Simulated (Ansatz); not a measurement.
Zn3InGaO6 (R3m, No. 160, 11 atoms in the cell; start mp-1215740) was calculated with HSE06 in Ansatz (plane waves, PAW).

Input:

Ansatz 0.2 input:
```yaml
crystal:
  lattice:
    - [1.6446599998, 0.9495448936, 13.7902776794]
    - [-1.6446599998, 0.9495448936, 13.7902776794]
    - [0.0, -1.8990897872, 13.7902776794]
  atoms:
    - { symbol: Zn, position: [0.2610906306, 0.2610906306, 0.2610906306] }
    - { symbol: Zn, position: [0.7413368448, 0.7413368448, 0.7413368448] }
    - { symbol: Zn, position: [0.865722707, 0.865722707, 0.865722707] }
    - { symbol: In, position: [0.0012138504, 0.0012138504, 0.0012138504] }
    - { symbol: Ga, position: [0.13688869, 0.13688869, 0.13688869] }
    - { symbol: O, position: [0.9133320491, 0.9133320491, 0.9133320491] }
    - { symbol: O, position: [0.0893517908, 0.0893517908, 0.0893517908] }
    - { symbol: O, position: [0.1846678892, 0.1846678892, 0.1846678892] }
    - { symbol: O, position: [0.803784412, 0.803784412, 0.803784412] }
    - { symbol: O, position: [0.6942067779, 0.6942067779, 0.6942067779] }
    - { symbol: O, position: [0.3084393582, 0.3084393582, 0.3084393582] }
basis:
  ecutwfc: 460
  ecutrho_ratio: 4
  xc_grid: 2
kpoints:
  mp_grid: { grid: [8, 8, 8] }
hamiltonian:
  xc: hse06
  dispersion: none
  pseudopotentials: { kind: paw }
scf:
  occupations: { method: fermi_dirac, width: 0.01 }
  convergence: { dr2_threshold: 0.0000000011 }
output:
  forces: true
  stress: true
  eigenvalues: true
```

Task: How many irreducible k-points, plane waves at Γ does the program set up, and what pressure does the run end with?

Result: 65 irreducible k-points, 2887 plane waves at Γ; P = 0.52 GPa, so the cell is compressed on average and its volume would grow at this level.

Excerpt of the program's output:

```
WARN output.stress: scf.exx.energy_threshold = 1e-6 eV is looser than the 1.1e-7 eV advised for a stress under a hybrid functional (1e-8 eV for each atom of …
Crystal: 11 atoms, lattice volume = 129.216 Å³
Basis set: ecut = 460 eV, 2887 PW (Γ), FFT grids on a1−a3, a2−a3, a3, exchange–correlation on 48×48×200 points (8 copies of the dense FFT grid, shifted against one another)
Bands: 60, of which v1, the nominal top of the filled ones, is band 49 counted from 1 (48 counted from 0)
Symmetry: 6 space group operations
Space group: R3m (ITA 160), of the structure as read, at distance tolerance 5.1e-5 Å
k-points: 65 of 512 (time reversal used)
SCF iter   1: F=—  HF=-22744.752892 eV  |F-HF|=—  |Δ(HF+E_count)|=         —  Δρ=2.97e-3  dr2=2.15e-2
SCF iter   2: F=—  HF=-22744.752854 eV  |F-HF|=—  |Δ(HF+E_count)|=   3.88e-5  Δρ=2.36e-3  dr2=1.66e-2
  ...
Crystal: 11 atoms, lattice volume = 129.216 Å³
Initial density: handed on by an earlier stage of this run
Crystal: 11 atoms, lattice volume = 129.216 Å³
SCF 3 converged in 7 iterations: F = -22748.378178 eV  dr2 = 5.10e-10
Crystal: 11 atoms, lattice volume = 129.216 Å³
SCF iter   1: F=—  HF=-22748.378177 eV  |F-HF|=—  |Δ(HF+E_count)|=         —  Δρ=3.08e-6  dr2=5.77e-9
SCF iter   2: F=-22748.378177 eV  HF=-22748.378177 eV  |F-HF|=2.04e-10  |Δ(HF+E_count)|=   1.10e-9  Δρ=5.92e-7  dr2=4.17e-10
SCF 4 converged in 2 iterations: F = -22748.378177 eV  dr2 = 4.17e-10
Free energy (F): -22748.378177 eV
Internal energy: -22748.378177 eV  (E = F + TS)
E sigma→0 (E₀):  -22748.378177 eV
Fermi energy:    8.200398 eV
--- Forces (eV/Å), atoms counted from 1 ---
  atom   1  Zn     0.00000000     0.00000000    -0.01773954
  atom   2  Zn     0.00000000    -0.00000000     0.03936140
  atom   3  Zn     0.00000000    -0.00000000    -0.01453983
  atom   4  In     0.00000000    -0.00000000    -0.02062061
  atom   5  Ga     0.00000000     0.00000000    -0.00028552
  atom   6  O      0.00000000     0.00000000    -0.01731853
  atom   7  O      0.00000000    -0.00000000     0.14684170
  atom   8  O      0.00000000    -0.00000000    -0.13390107
  atom   9  O      0.00000000     0.00000000    -0.00575592
  atom  10  O      0.00000000    -0.00000000    -0.22318609
  atom  11  O      0.00000000     0.00000000     0.24717581
--- Stress (GPa, compression-positive) ---
        0.458729       0.000000       0.000000
        0.000000       0.458729       0.000000
        0.000000       0.000000       0.647490
  P = ⅓ Tr σ = 0.5216 GPa (5.216 kbar)
```

The PAW data were made under PBE.

Note: cell and atoms aren't relaxed at this level (largest force component 0.25 eV/Å, pressure 0.5 GPa).

It cost about 50 core-minutes (a rough figure) of CPU time.

A start named mp-… is a Materials Project structure, which need not be a measured phase.

Ansatz is an electronic-structure program.
